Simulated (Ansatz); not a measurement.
The starting structures come from a database of crystals and need not be the phases stable at ambient conditions.

By PBEsol, the system below comes out a metal.

The ballistic (Sharvin) conductance counts the channels at the Fermi level: G/A = (e²/h) × channels of both spins per area.

Input:

```xyz
2
Lattice="2.9283 0.0000 0.0000 0.0000 2.9283 0.0000 0.0000 0.0000 2.9283" Properties=species:S:1:pos:R:3 pbc="T T T"
Ti     1.4642     1.4642     1.4642
Ni     0.0000     0.0000     0.0000
```

Space group of this cell: Pm-3m, CsCl type. The cell is strained (all lengths scaled by 0.98); by PBEsol its mean pressure is 8.3 GPa.

The current flows along the normal of the first two printed cell vectors, the (001) plane of the conventional cell. No spin-orbit coupling; the value is a mean over 0.1 eV about the Fermi level.

### Question
Compute, with PBEsol (Ansatz, a program for electronic structure), the ballistic conductance per area.

### Answer
1.4 × 10¹⁵ S/m² for both spins.
